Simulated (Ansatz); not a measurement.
Base system: MgTe in the wurtzite structure (space group P6_3mc, No. 186; a = 4.561 Å, c = 7.413 Å). Axes: x lies along a and z along c of the hexagonal cell.

Computed with PBEsol (Ansatz, an electronic-structure program; PAW; 420 eV plane waves; no spin-orbit coupling), earlier PAW set.

Base values:

The gap character is direct at Γ. The band gap comes out as 2.39 eV and the width of the top valence band comes out as 1.40 eV.

The change: uniaxial stress, 3 GPa tension along z, with the cell and atoms free to relax against it.

Task: Estimate the effect on the energy relative to the base.

Result: The energy increases by 20 meV/atom.

Task: Estimate the effect on the gap character.

Result: The gap character is still direct at Γ.

Task: Predict the new band gap.

Result: The band gap decreases by 0.43 eV to 1.96 eV.

Task: What happens to the width of the top valence band?

Result: The width of the top valence band rises by 0.17 eV (1.40 eV → 1.57 eV).

Spin-orbit coupling, missing from the scalar runs, can matter with Te. Load acts through the strain it causes; cell and atoms are relaxed under it. Beyond what the load breaks, stability against distortions was not tested.
